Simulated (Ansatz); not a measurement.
Inside the gap of an insulator the Bloch states are evanescent, with a wavenumber k + iκ along the transport direction.

Given:

```xyz
3
Lattice="3.5583 0.0000 0.0000 0.0000 3.5583 0.0000 1.7791 -1.7791 2.5161" Properties=species:S:1:pos:R:3 pbc="T T T"
Hf     0.0000     0.0000     0.0000
O      1.7791     0.0000     1.2580
O      3.5583     1.7791     1.2580
```

The cell is taken as given; by r2SCAN it stands under a pressure of 4.4 GPa.

Transport runs along the normal of the first two printed cell vectors, the (001) plane of the conventional cell.

The gap is the functional's own, uncorrected, and κ follows it; spin-orbit coupling is left out. Mid-gap means the computed energy nearest the middle.

Question: Estimate the band gap and the smallest decay constant κ at mid-gap that r2SCAN (Ansatz, a first-principles code) returns for this system.

Answer: Gap 4.34 eV on a 12×12×12 mesh; κ = 0.298 1/Å, at the zone centre.
